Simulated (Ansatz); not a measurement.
## Habitual settings against a tight run: SiB₆ (Pm-3m, 7 atoms in the cell)

Self-consistent single point.

```
SiB6
1.0
    4.06493     0.00000     0.00000
    0.00000     4.06493     0.00000
    0.00000     0.00000     4.06493
Si B
1 6
Direct
  0.00000   0.00000   0.00000
  0.79996   0.50000   0.50000
  0.20004   0.50000   0.50000
  0.50000   0.79996   0.50000
  0.50000   0.20004   0.50000
  0.50000   0.50000   0.79996
  0.50000   0.50000   0.20004
```

Level of theory: PBEsol, PAW files made with PBE (plane waves; Ansatz, an electronic-structure program).

Base settings: basis.ecutwfc = 30.9 Ry; kpoints.mp_grid.grid = 7 7 7; hamiltonian.xc = pbesol; hamiltonian.pseudopotentials = {kind: paw} (the program's default PAW files); scf.occupations.method = cold; scf.occupations.width = 0.0073 Ry.

Tight run (finer mesh or higher cutoff; not a proven limit): basis.ecutwfc: 30.9 Ry → 43.4 Ry; kpoints.mp_grid.grid: 7 7 7 → 10 10 10; scf.convergence.dr2_threshold: default (1e-07 eV) → 1e-09 eV. It gave pressure 5.83 GPa; largest force (vector length) 0.110 eV/Å.

Quick runs, as changes from the base:
- A: the base itself
- B: basis.ecutwfc: 30.9 Ry → 24.6 Ry; kpoints.mp_grid.grid: 7 7 7 → 2 2 2; scf.occupations.method: cold → fermi_dirac; scf.occupations.width: 0.0073 Ry → 0.0367 Ry; kpoints.mp_grid.shift: default → 0.5 0.5 0.5
- C: basis.ecutwfc: 30.9 Ry → 21.7 Ry; kpoints.mp_grid.grid: 7 7 7 → 8 8 8; hamiltonian.xc: pbesol → lda; scf.occupations.width: 0.0073 Ry → 0.0367 Ry [LDA (PW92)]
- D: basis.ecutwfc: 30.9 Ry → 15.4 Ry; kpoints.mp_grid.grid: 7 7 7 → 8 8 8; scf.occupations.method: cold → fermi_dirac; scf.occupations.width: 0.0073 Ry → 0.01 Ry
- E: basis.ecutwfc: 30.9 Ry → 18.4 Ry; kpoints.mp_grid.grid: 7 7 7 → 6 6 6; kpoints.mp_grid.shift: default → 0.5 0.5 0.5
- F: kpoints.mp_grid.grid: 7 7 7 → 4 4 4; hamiltonian.xc: pbesol → lda; kpoints.mp_grid.shift: default → 0.5 0.5 0.5 [LDA (PW92)]

Energies are extrapolated to zero smearing width, which holds to low order in the width alone.

Dashes: energy of C, F, another energy zero.

† marks runs with another functional, U, potentials or spin treatment: their distance from the tight run is not a convergence error alone.

The count of work is k-points × plane waves × bands × iterations; it is no time. 

Pressures in the table are Ansatz's without its Pulay estimate, at a fixed set of plane waves; the tight run's value above holds the estimate.

The starting cell comes from a database of computed structures (which also holds hypothetical and non-ambient phases and stackings), without a prior relaxation at this level. Its lattice was rescaled by a random factor within 2.5 % of one. In the base run, with a pressure of about 6 GPa the cell is away from its equilibrium volume at this level.

| run | energy less tight (meV/atom) | pressure less tight (GPa) | largest miss in a force vector (eV/Å) | count of work / tight |
|---|---|---|---|---|
| A | 1.5 | -0.15 | 0.011 | 0.18 |
| B | -120.6 | -1.24 | 0.037 | 0.0073 |
| C† | – | -7.62 | 0.226 | 0.18 |
| D | 330.1 | -14.12 | 0.306 | 0.11 |
| E | 123.4 | -7.56 | 0.055 | 0.042 |
| F† | – | -3.80 | 0.121 | 0.037 |

Among the runs at the tight run's level, the energy misses run from 1.5 to 330.1 meV/atom.

Left out of this page: 2 runs of the series with a known weakness of the program.

Keys are those of Ansatz 0.2.
